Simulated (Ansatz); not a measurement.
Functionals compared on a O vacancy (middle of the slab) in a 2x1 cell of the 1x1 (101) surface of tetragonal HfO2 (a metastable polymorph) (cut with top plane O), in Ansatz (plane waves, PAW). The structure was relaxed with PBE; the other rows are single points on it, each with its references at the same level. Cutoff 420 eV (500 eV for r2SCAN). The points keep PBE's geometry, so the relaxation of a polaron and the settling of charge on one site are left out. HSE06 used the coarser mesh 2x3x1.

Host crystal: tetragonal HfO2, with a band gap (PBE, scalar-relativistic without spin-orbit coupling).

Slab: 35 atoms, 7.6 Å thick at the start (thin: gaps and levels are the slab's own); k 3x3x1, smearing 0.01 eV, dipole-corrected; 6 atoms held, the rest relaxed; start symmetry kept, larger cells not searched; spin-polarised from one start with parallel moments (other orders not tried), no spin-orbit, no U. The starting moment vanished. These notes are the PBE run's. r2SCAN: The program's check for a lower electronic state was not made. HSE06: The program's check for a lower electronic state was not made.

| functional | formation energy (eV) | magnetic moment of the cell (μB) |
|---|---|---|
| PBE | 5.75 | 0.00 |
| r2SCAN | 6.32 | 0.00 |
| HSE06 | 6.07 | 0.00 |

Ansatz is an electronic-structure program.
